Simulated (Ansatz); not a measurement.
The parent structure is SrVO3 in the cubic perovskite structure (space group Pm-3m, No. 221).

```cif
data_O3SrV
_chemical_formula_sum 'Sr1 V1 O3'
_space_group_name_H-M_alt 'Pm-3m'
_space_group_IT_number 221
_space_group_name_Hall '-P 4 2 3'
_cell_length_a 3.85762
_cell_length_b 3.85762
_cell_length_c 3.85762
_cell_angle_alpha 90.000
_cell_angle_beta 90.000
_cell_angle_gamma 90.000
loop_
_atom_site_label
_atom_site_type_symbol
_atom_site_symmetry_multiplicity
_atom_site_Wyckoff_symbol
_atom_site_fract_x
_atom_site_fract_y
_atom_site_fract_z
_atom_site_occupancy
Sr1 Sr 1 a 0.00000 0.00000 0.00000 1
V1 V 1 b 0.50000 0.50000 0.50000 1
O1 O 3 c 0.00000 0.50000 0.50000 1
```

Computed with PBE in Ansatz (plane waves to 420 eV, PAW, no SOC).

Base values:

- Magnetic state: non-magnetic
- Lattice parameter a: 385.8 pm
- Largest site moment: 0.00 μB

Modification: every O is replaced by Se, then cell and atoms are relaxed.

Tabulated Pauling electronegativity and covalent radius: O 3.44, 0.66 Å; Se 2.55, 1.20 Å.

**Question.** How does this affect the magnetic state, lattice parameter a and largest site moment?

**Answer.** The magnetic state changes from non-magnetic to ferromagnetic; the lattice parameter a increases by 110.5 pm (385.8 pm → 496.3 pm); the largest site moment goes from zero to 1.21 μB.

Other magnetic orders, which the real material may have, were not ruled out. No phonon test of stability was made. As relaxed here, SrVSe3 is a hypothetical phase, not in the database extracts checked. Starting moments died away, wholly or in part, for the base; another magnetic solution may exist. No Hubbard U is applied, and correlation can decide whether such a compound is a metal. Spin-polarised in the final run: SrVSe3; the other runs are not. An odd electron count without spin: SrVO3.

Ansatz is a quantum-chemistry and plane-wave program.
